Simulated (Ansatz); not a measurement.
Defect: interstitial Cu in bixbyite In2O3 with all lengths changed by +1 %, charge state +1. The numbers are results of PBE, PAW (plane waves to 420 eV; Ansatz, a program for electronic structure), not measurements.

Settings: 80 host sites, the strained lattice (strain from the relaxed PBE one, atoms relaxed), one k-point at (0.250, 0.250, 0.250), smearing 0.01 eV, spin-restricted, no image-charge correction. No zero-point or tunnelling terms. The charge state is imposed; whether it is stable for some Fermi level was not computed. Sites that were not tried may lie lower.

Barriers: single points on a 2×2×2 k-point mesh shifted by half a step at the bands' geometries.

The step: a direct jump of one Cu atom; the atom moves 1.94 Å along (0.13, 0.00, 0.13) of the unit cell; the moving atom starts with neighbours In at 2.43; O at 1.88, O at 1.91, O at 2.14 Å and ends with In at 2.43; O at 1.88, O at 1.91, O at 2.14 Å.

What is the computed migration barrier of this step (PBE, PAW)?

0.36 eV, the same both ways. At the saddle the moving atom has neighbours In at 2.45, In at 2.68; 2 O at 2.08, O at 2.24, O at 2.54, O at 2.70 Å. The saddle point's order was not checked.
